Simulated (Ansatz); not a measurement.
Symmetric slabs, relaxed from ideal cuts in 1x1 cells, of elemental solids: work function (eV) by functional, in Ansatz (plane waves, PAW). All structures are PBE's; the other columns are single points with references at the same level. No spin-orbit coupling, Hubbard U or dispersion.

```json
[
 {"system": "hcp Os (21-30), ideal cut with outer spacing 0.30 Å", "PBE": "4.85", "LDA": "5.18", "PBEsol": "4.96", "RPBE": "4.71", "r2SCAN": "4.89"},
 {"system": "bcc V (211), ideal cut with outer spacing 1.22 Å", "PBE": "3.91", "LDA": "4.17", "PBEsol": "3.99", "RPBE": "3.77", "r2SCAN": "3.92"},
 {"system": "bcc K (210), ideal cut with outer spacing 1.18 Å", "PBE": "2.30", "LDA": "2.43", "PBEsol": "2.31", "RPBE": "2.23", "r2SCAN": "2.27"},
 {"system": "hcp Re (22-41), ideal cut with outer spacing 0.34 Å", "PBE": "4.40", "LDA": "4.71", "PBEsol": "4.50", "RPBE": "4.26", "r2SCAN": "4.44"},
 {"system": "hcp Y (21-30), ideal cut with outer spacing 0.40 Å", "PBE": "3.03", "LDA": "3.20", "PBEsol": "3.07", "RPBE": "2.93", "r2SCAN": "3.08"},
 {"system": "beta tin (211), ideal cut with outer spacing 0.51 Å", "PBE": "4.11", "LDA": "4.37", "PBEsol": "4.19", "RPBE": "4.00", "r2SCAN": "4.25"},
 {"system": "hcp Sc (22-41), ideal cut with outer spacing 0.41 Å", "PBE": "3.07", "LDA": "3.24", "PBEsol": "3.11", "RPBE": "2.97", "r2SCAN": "3.10"},
 {"system": "hcp Re (10-12), ideal cut with outer spacing 1.09 Å", "PBE": "4.63", "LDA": "4.93", "PBEsol": "4.73", "RPBE": "4.49", "r2SCAN": "4.67"},
 {"system": "hcp Os (21-32), ideal cut with outer spacing 0.28 Å", "PBE": "4.85", "LDA": "5.18", "PBEsol": "4.96", "RPBE": "4.70", "r2SCAN": "4.88"},
 {"system": "hcp Mg (20-21), ideal cut with outer spacing 0.22 Å", "PBE": "3.63", "LDA": "3.76", "PBEsol": "3.68", "RPBE": "3.57", "r2SCAN": "3.70"},
 {"system": "hcp Hf (20-21), ideal cut with outer spacing 0.22 Å", "PBE": "3.86", "LDA": "4.09", "PBEsol": "3.93", "RPBE": "3.74", "r2SCAN": "3.88"},
 {"system": "hcp Sc (11-22), ideal cut with outer spacing 1.40 Å", "PBE": "3.18", "LDA": "3.34", "PBEsol": "3.23", "RPBE": "3.08", "r2SCAN": "3.22"}
]
```

The rows are a random draw from the class, without slabs that broke up, higher cuts of a face and adsorbates that left their site. Mean shift from PBE over these rows: LDA 0.23 eV (from 0.13 to 0.33, 12 rows); PBEsol 0.07 eV (from 0.01 to 0.11, 12 rows); RPBE -0.12 eV (from -0.15 to -0.07, 12 rows); r2SCAN 0.04 eV (from -0.03 to 0.14, 12 rows).

Ansatz is a program for electronic structure.
